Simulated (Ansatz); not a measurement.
# By hand: formation energy of PbI2 (CdI2 type, P-3m1) from the elements

Subject: the formation energy of PbI2 (CdI2 type, P-3m1) from the elements. Reaction: 2 I (Cmce) + Pb (fcc) → PbI2 (CdI2 type). Negative: the products are lower in energy. The value is per atom of the solid.

PbI2 (CdI2 type, P-3m1), 3 atoms in the cell. Conventional cell: a = 4.559 Å, b = 4.559 Å, c = 6.973 Å, α = 90.00°, β = 90.00°, γ = 120.00°.

Ansatz (a first-principles code) with PAW potentials; structures come from PBE+D3(BJ) relaxations, nuclei static, no net charge. Ansatz runs with its default PAW set. Spin-orbit coupling is left out.

Total energies of the cells in eV, at zero smearing width. They compare only within one column; the weights balance every element.

```csv
cell,atoms,weight,PBE+D3(BJ)
PbI2 (CdI2 type),3,+2,-26935.10036
I (Cmce),4,−1,-30052.80159
Pb (fcc),1,−2,-11906.81309
```

PBE+D3(BJ): 2 × (-26935.10036) − (-30052.80159) − 2 × (-11906.81309) = -3.773 eV; dividing by 6 atoms gives -0.63 eV/atom.

What follows from the PBE+D3(BJ) value: A formula unit of PbI2 has 3 atoms, so it forms with -0.6288 × 3 = -1.886 eV, or -182.0 kJ/mol at 96.485 kJ/mol per eV.
